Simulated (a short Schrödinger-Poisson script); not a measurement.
Structure: symmetric double-gate stack, SiO2 on p-type Ge(100), at 300 K.

```tsv
layer	material	thickness (nm)	Na (cm⁻³)
1	SiO2	3.5	-
2	Ge	14	1e16
3	SiO2	3.5	-
```

The device is made up for the run: typed textbook-type constants, with dimensions and the other settings drawn at random. SiO2: permittivity 3.9, conduction-band edge (eV) 3.1, gap (eV) 9, electron mass (mₑ) 0.5. Ge: permittivity 16, conduction-band edge (eV) 0, gap (eV) 0.664, Nv at 300 K (cm⁻³) 6e18.

Channel valleys (confinement mass, in-plane density-of-states mass, number): L4 0.12, 0.295, 4. At the gates, both at one voltage, the conduction-band edge of layer 1 lies 3.36 eV − eVg above the Fermi level of the channel. Gaps are held at their typed values at every temperature. Mesh 0.03 nm at interfaces.

From a short Schrödinger-Poisson script (our own, NumPy): 1D Poisson equation in equilibrium, electrons quantum, Hartree (BenDaniel-Duke, 12 states a valley, the channel's in-plane mass for all, wave functions free to enter the dielectric), parabolic valleys, classical holes, full ionisation, no traps, pinning or gate leakage.

The same stack at other levels of the model or other numerical settings:

```tsv
run	sheet density of all electrons at Vg = 2.4 V (cm⁻²)	sheet density of all electrons at Vg = 0.6 V (cm⁻²)	capacitance of both gates at Vg = 2.4 V (μF/cm²)	rough cost against the base
base	2.29e13	3.67e12	1.78	about 1
electrons treated as classical, Boltzmann	2.52e13	4.15e12	1.92	0.04
electrons treated as classical, Fermi-Dirac	2.44e13	4.10e12	1.84	0.1
mesh six times as coarse	2.28e13	3.66e12	1.78	0.3
```

The classical rows ignore confinement, and Boltzmann statistics overrate the density once the band edge passes the Fermi level.

Only the L valleys are kept; under strong confinement the Δ valleys of Ge fill too.
